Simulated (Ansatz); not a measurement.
Data:

```yaml
crystal:
  lattice:
    - [4.16197, 0.00000, 0.00000]
    - [-2.08098, 3.60437, 0.00000]
    - [2.08098, -1.20146, 3.39823]
  atoms:
    - { symbol: Cd, position: [0.00000, 0.00000, 0.00000] }
    - { symbol: S, position: [0.25000, 0.75000, 0.25000] }
```

Space group of this cell: F-43m, zinc blende. The cell is taken as given.

All values below come from r2SCAN (plane waves, PAW; Ansatz, a program for electronic structure).

The current runs along the normal of the first two printed vectors; no spin-orbit coupling. Scaled by the factor s: all lengths (ions clamped). Meshes 10×10×10 and 12×12 across the current in all rows.

```tsv
s	mean pressure (GPa)	band gap (eV)
0.98	3.9	1.67
1.00	-0.2	1.53
1.02	-3.3	?
```

Problem. Take the slope of the band gap against ln s from the two given rows, extrapolate to s = 1.02, and say what the run there gives.

Solution. Slope = (1.67 − 1.53) / ln 0.98 = -6.93 eV. The line gives 1.53 + (-6.93) × ln 1.02 = 1.39 eV. The run gives 1.39 eV, as the line does.
